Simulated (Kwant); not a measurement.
Device: circular cavity between two wires in a In0.53Ga0.47As two-dimensional gas. Effective mass 0.041 mₑ, grid spacing 6.7 nm, hard walls, nominal width 80 nm (11 grid rows, so walls 80.4 nm apart), one parabolic valley, scattering region 520 nm long along x; energies count from the band bottom; Fermi energy swept from 0.0011464 to 0.017197 eV. Cavity of radius 110 nm, straight part 0 nm, centre moved sideways by 0 nm.

The device is made up for the run: typed textbook-type constants, with dimensions and the other settings drawn at random.

Computed with Kwant: effective-mass tight-binding model on a square grid, one spin, coherent transport at 0 K. Conductance is in e²/h.

Question: How many channels do the leads carry at E = 8.56, 15.4 meV?

Answer: The hard-wall thresholds are n² ħ²π²/(2mW²) = n² × 1.42 meV with W = 80.4 nm. √(8.56/1.42) = 2.46, so 2. √(15.4/1.42) = 3.30, so 3.
